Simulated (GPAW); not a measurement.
Band structure of TlCl (Pm-3m, 2 atoms in the cell).

```yaml
crystal:
  lattice:
    - [3.84000, 0.00000, 0.00000]
    - [0.00000, 3.84000, 0.00000]
    - [0.00000, 0.00000, 3.84000]
  atoms:
    - { symbol: Tl, position: [0.00000, 0.00000, 0.00000] }
    - { symbol: Cl, position: [0.50000, 0.50000, 0.50000] }
```

Computed with PBE, GPAW PAW datasets PBE (gpaw-data 1.0.1) (plane waves; GPAW 25.7.0).

Settings: mode = pw; ecut = 550 eV; xc = PBE; kpts = 7 7 7; mesh shift (steps) = 0 0 0; occupations.name = fermi-dirac; occupations.width = 0.02 eV; nbands = -4; convergence.bands = -2; symmetry.symmorphic = false; symmetry.tolerance = 0.0005; maxiter = 150; bandpath_npoints = 40.

The starting cell has typed, rounded lattice constants, without a prior relaxation at this level. Spin-orbit coupling is off.

### Question
Predict the gap along the standard path and the places of the band edges.

### Answer
The gap along the path is 2.04 eV, direct at X to within 0.01 eV.

Levels in eV from the top of the valence band on the SCF mesh, bands 7 to 14:
```tsv
point	7	8	9	10	11	12	13	14
Γ	-4.35	-1.36	-1.36	-1.36	7.90	7.90	7.90	7.96
X	-5.24	-0.93	-0.93	0.17	2.21	6.66	6.66	8.90
M	-3.15	-2.82	-2.82	-0.89	5.00	5.00	8.54	8.55
R	-1.94	-1.85	-1.85	-1.85	2.67	2.67	2.67	12.95
```
